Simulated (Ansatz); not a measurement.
Start from Si in the diamond structure (space group Fd-3m, No. 227; a = 5.4021 Å). Axes: x, y, z lie along the cube axes.

Level of theory: Kohn–Sham DFT with the LDA functional, run in Ansatz (a quantum-chemistry and plane-wave program) with PAW and 420 eV plane waves, no SOC.

Base values:

| Item | Result |
|---|---|
| Valley order | a point along ⟨100⟩, about 1.0 Å⁻¹ from Γ 0.45 eV; L along ⟨111⟩ 1.48 eV |
| Pressure | -0.01 GPa |

Perturbation: biaxial strain −3.00 %, plane normal [001], relaxed out of plane (Cartesian); in-plane vectors clamped, the third vector and the atoms free.

Estimate the effect on the valley order, pressure and ratio −ε⊥/ε∥.

The valley order (the lowest conduction-band minima on the path, energy above the VBM, named in the base's zone) becomes a point along [100], about 1.0 Å⁻¹ from Γ 0.08 eV; a point along [001], about 1.0 Å⁻¹ from Γ 0.57 eV; L along [1-1-1] 1.34 eV (base: a point along ⟨100⟩, about 1.0 Å⁻¹ from Γ 0.45 eV; L along ⟨111⟩ 1.48 eV); the pressure (mean of the normal stresses, compression positive) grows by 3.78 GPa to 3.77 GPa; the ratio −ε⊥/ε∥ amounts to 0.79.

The levels and masses belong to the bands next to the band gap. No phonon test of stability was made.
